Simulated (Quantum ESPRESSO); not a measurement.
Input and output of a self-consistent single point for Li (Im-3m, 1 atom in the cell) (Quantum ESPRESSO).

Method: PBEsol, PseudoDojo standard norm-conserving (PBESOL) pseudopotentials (plane waves; Quantum ESPRESSO).

```xyz
1
Lattice="1.7502 1.7502 1.7502 -1.7502 1.7502 1.7502 -1.7502 -1.7502 1.7502" Properties=species:S:1:pos:R:3 pbc="T T T"
Li     0.0000     0.0000     0.0000
```

Reference input (self-consistent single point, DFT, PBEsol, plane waves, PseudoDojo standard norm-conserving (PBESOL) pseudopotentials): ecutwfc = 75 Ry; occupations = smearing; smearing = gaussian; degauss = 0.0073499 Ry; potentials = {Li: Li.upf}; K_POINTS = automatic 13 13 13 0 0 0; conv_thr = 1e-09 Ry; mixing_beta = 0.4. This run's input differs from it in these lines:

```diff
@@ -16,3 +16,3 @@
    smearing = 'gaussian',
-   degauss = 0.0073499,
+   degauss = 0.073499,
 /
@@ -27,3 +27,3 @@
 K_POINTS automatic
-13 13 13  0 0 0
+21 21 21  0 0 0
```

Output (repeated stretches shortened):

```
     Self-consistent Calculation

     iteration #  1     ecut=    75.00 Ry     beta= 0.40

---- Real-time Memory Report at c_bands before calling an iterative solver
            91 MiB given to the printing process from OS
            56 MiB allocation reported by mallinfo(arena+hblkhd)
------------------

     Threshold (ethr) on eigenvalues was too large:
     Diagonalizing with lowered threshold

---- Real-time Memory Report at c_bands before calling an iterative solver
            91 MiB given to the printing process from OS
            57 MiB allocation reported by mallinfo(arena+hblkhd)
------------------

   [... lines left out ...]

---- Real-time Memory Report at c_bands before calling an iterative solver
            97 MiB given to the printing process from OS
            62 MiB allocation reported by mallinfo(arena+hblkhd)
------------------

     total energy              =     -14.31709420 Ry
     estimated scf accuracy    <          9.7E-09 Ry

     iteration #  5     ecut=    75.00 Ry     beta= 0.40

---- Real-time Memory Report at c_bands before calling an iterative solver
            97 MiB given to the printing process from OS
            62 MiB allocation reported by mallinfo(arena+hblkhd)
------------------
     End of self-consistent calculation

     the Fermi energy is     0.7278 ev

!    total energy              =     -14.31709420 Ry
     estimated scf accuracy    <          8.8E-10 Ry
     smearing contrib. (-TS)   =      -0.01667671 Ry
     internal energy E=F+TS    =     -14.30041749 Ry

     convergence has been achieved in   5 iterations

     Forces acting on atoms (cartesian axes, Ry/au):

     atom    1 type  1   force =     0.00000000    0.00000000    0.00000000

     Total force =     0.000000     Total SCF correction =     0.000000

          total   stress  (Ry/bohr**3)                   (kbar)     P=       -4.43
  -0.00003015  -0.00000000   0.00000000           -4.43       -0.00        0.00
  -0.00000000  -0.00003015  -0.00000000           -0.00       -4.43       -0.00
   0.00000000  -0.00000000  -0.00003015            0.00       -0.00       -4.43

   JOB DONE.
```

The run converged in 5 iterations. Against the reference run the free energy falls by 117 meV/atom and the pressure goes from -0.74 to -0.44 GPa.

The starting cell has typed, rounded lattice constants, without a prior relaxation at this level. Its lattice was rescaled by up to half a per cent.
